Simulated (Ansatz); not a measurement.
The parent structure is BeTe in the zinc blende structure (space group F-43m, No. 216; a = 5.664 Å).

Level of theory: plane-wave PAW DFT at the PBE level (Ansatz, a quantum-chemistry and plane-wave program, 420 eV), no spin-orbit coupling.

Base values:

| Item | Value |
|---|---|
| Valley order | X along ⟨100⟩ 2.03 eV; L along ⟨111⟩ 3.04 eV |

The change: an isotropic linear strain of −2.00 %, atoms relaxed at fixed cell.

Q: What does the calculation give for the valley order after the change?

A: The valley order (the lowest conduction-band minima on the path, energy above the VBM, named in the base's zone) goes from X along ⟨100⟩ 2.03 eV; L along ⟨111⟩ 3.04 eV to X along ⟨100⟩ 1.88 eV; L along ⟨111⟩ 3.21 eV.

With Te present, leaving out spin-orbit coupling can change the band edges. The levels and masses belong to the bands next to the band gap. Whether these cells are dynamically stable was not tested.
